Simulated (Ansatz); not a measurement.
Input:

```
CELL_PARAMETERS angstrom
      6.50581    -1.96248     0.00000
      6.50581     1.96248     0.00000
     -1.18247     0.00000     6.69267
ATOMIC_POSITIONS crystal
  Ge 0.87204 0.87204 0.62405
  Si 0.37566 0.37566 0.12519
  Ge 0.62706 0.62706 0.88156
  Ge 0.12515 0.12515 0.36912
  Si 0.31259 0.31259 0.43228
  Si 0.81448 0.81448 0.94346
  Ge 0.06315 0.06315 0.68749
  Si 0.55986 0.55986 0.18685
```

No spin polarisation.

Computed with Kohn–Sham DFT with the r2SCAN functional, run in Ansatz (a program for electronic structure) with PAW and 500 eV plane waves, spin-orbit coupling left out. Γ-centred 9×9×5 mesh, Fermi–Dirac width 0.05 eV.

Task: Estimate the valence-band top at Γ (three highest levels, from the VBM).

Result: 0.00, -0.02, -0.05 eV.

Task: What is the computed band gap?

Result: 0.73 eV.

Task: What gap character (in this cell's own zone, which can be folded) does the calculation give?

Result: Indirect, Γ → k = (0.444, 0.444, -0.200) in the run's primitive reciprocal basis.

These are small ordered cells, not random alloys; other orderings at the same x differ. Whether these cells are dynamically stable was not tested. The cell was made from Ge by this change: x(Si) = 0.5, 8 atoms, Cm.
